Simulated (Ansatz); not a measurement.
Input:

End structure of the (0001) surface of alpha quartz in its 1x1 cell (cut with top plane Si, bottom plane Si), relaxed from an ideal cut (the real face may reconstruct), outermost plane spacing 0.71 Å in the ideal cut (one of several cuts of this face), with 1 Si a cell over the bulk's ratio, from a spin-polarised start:

```xyz
19
Lattice="5.0211 0.0000 0.0000 -2.5106 4.3484 0.0000 0.0000 0.0000 27.5000" Properties=species:S:1:pos:R:3 pbc="T T T"
Si     1.2715     1.7944     8.2538
O     -0.2421     1.8771     8.9253
O      2.2331     2.4971     9.4342
Si    -1.3049     2.3019    10.0952
O     -0.8249     3.7037    10.7765
O      3.6318     1.1294    11.2273
Si     2.6490     0.0258    11.9129
O      1.0792     3.2507    12.6145
O      1.7014     0.7134    13.0445
Si     1.2074     2.0913    13.7500
O     -0.2329     1.8302    14.4555
O      2.2756     2.5599    14.8855
Si    -1.3022     2.3070    15.5871
O     -0.8378     3.7099    16.2727
O      3.6199     1.1375    16.7235
Si     2.6460     0.0209    17.4048
O      1.0460     3.1824    18.0658
O      1.7466     0.7289    18.5747
Si     0.9183     1.9983    19.2462
```

Set-up: 19 atoms, O12Si7, 11.0 Å thick at the start; mesh 6x6x1; 0.025 eV smearing; dipole correction on; all atoms relaxed; start symmetry kept, larger cells not searched; spin-polarised from one start with parallel moments (other orders not tried), no spin-orbit, no U. The starting moment vanished.

### Question
What is the computed highest filled level below the top vacuum level (PBE (Ansatz, an electronic-structure program))?

### Answer
6.52 eV

### Question
Predict the gap of the slab on its k-mesh from PBE.

### Answer
3.44 eV
